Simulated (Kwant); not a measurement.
Device: wire with a row of barriers in a GaAs two-dimensional gas. Effective mass 0.067 mₑ, grid spacing 8.3 nm, hard walls, nominal width 140 nm (17 grid rows, so walls 149.4 nm apart), one parabolic valley, scattering region 830 nm long along x; energies count from the band bottom; Fermi energy swept from 0.00011225 to 0.0013329 eV. 4 barrier(s) across the wire, height 0.0025 eV, thickness 33.2 nm (about 4 grid columns), spaced by 99.6 nm.

Constants are typed, rounded textbook-type inputs, not results; the design itself was drawn at random and stands for no fabricated device.

Model: effective-mass tight-binding model on a square grid, one spin, coherent transport at 0 K (Kwant). Conductance is in e²/h.

Q: How many channels do the leads carry at E = 0.596, 0.803 meV?

A: The hard-wall thresholds are n² ħ²π²/(2mW²) = n² × 0.251 meV with W = 149.4 nm. √(0.596/0.251) = 1.54, so 1. √(0.803/0.251) = 1.79, so 1.
